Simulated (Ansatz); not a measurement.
**CsPbBr3: pressure 5 GPa**

The reference is CsPbBr₃ in the cubic perovskite structure (space group Pm-3m, No. 221; a = 5.770 Å).

Perturbation: cell and atoms relaxed at a pressure of 5 GPa.

Method: Kohn–Sham DFT with the LDA functional, run in Ansatz (a program for electronic structure) with PAW and 420 eV plane waves, scalar-relativistic without spin-orbit coupling. Settings: 6×6×6 k-points, 0.05 eV Fermi–Dirac smearing.

* **Density**: 5.77 g/cm³ (base 5.01 g/cm³)
* **Shortest interatomic distance**: 2.753 Å (base 2.885 Å)
* **Enthalpy H = E + PV relative to the base's energy**: +1.11 eV/atom
* **Band gap**: 0.41 eV (base 1.17 eV)
* **Gap character**: direct at R (base direct at R)
* **Width of the top valence band**: 3.48 eV (base 2.37 eV)
* **Electron mass (degenerate bands, along [100])**: 0.030, 0.56, 0.56 mₑ (at R) (base 0.066, 0.67, 0.67 mₑ (at R))
* **Hole mass**: 0.036 mₑ (at R) (base 0.11 mₑ (at R))
* **Valley order (the lowest conduction-band minima on the path, energy above the VBM, named in the base's zone)**: R along ⟨111⟩ 0.41 eV; Γ 1.59 eV (base R along ⟨111⟩ 1.17 eV; Γ 2.42 eV)

Final structure:

```yaml
crystal:
  lattice:
    - [5.50637, 0.00000, 0.00000]
    - [0.00000, 5.50637, 0.00000]
    - [0.00000, 0.00000, 5.50637]
  atoms:
    - { symbol: Cs, position: [0.00000, 0.00000, 0.00000] }
    - { symbol: Pb, position: [0.50000, 0.50000, 0.50000] }
    - { symbol: Br, position: [0.50000, 0.00000, 0.50000] }
    - { symbol: Br, position: [0.00000, 0.50000, 0.50000] }
    - { symbol: Br, position: [0.50000, 0.50000, 0.00000] }
```

Spin-orbit coupling, missing from the scalar runs, can matter with Pb. Load acts through the strain it causes; cell and atoms are relaxed under it. Masses are band curvatures over ±0.01 Å⁻¹ around the edge. No phonon test of stability was made. No other phases were tried under pressure. Many cubic perovskites are stable only at high temperature; tilts and polar distortions were not tested. This is not the structure that CsPbBr3 has at room temperature and ambient pressure.
